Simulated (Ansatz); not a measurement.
Take Ti2AlC (space group P6_3/mmc, No. 194; a = 3.0374 Å, c = 13.6377 Å; a cell from a computed database, its experimental status unchecked) as the base.

Level of theory: Kohn–Sham DFT with the PBEsol functional, run in Ansatz (an electronic-structure program) with PAW and 420 eV plane waves, without spin-orbit coupling.

Before the change:

```
Property            Value
---------------  --------
c/a ratio           4.490
Volume per atom  13.62 Å³
```

Now apply this change: full substitution C → P; the structure is relaxed again.

Tabulated Pauling electronegativity and covalent radius: C 2.55, 0.76 Å; P 2.19, 1.07 Å.

Question: What happens to the c/a ratio and volume per atom?

Answer: The c/a ratio decreases by 0.334, from 4.490 to 4.156; the volume per atom goes up by 2.75 Å³ to 16.37 Å³.

Stability against distortions was not tested. As relaxed here, Ti2AlP is a hypothetical phase, not in the database extracts checked. All final runs are without spin polarisation.
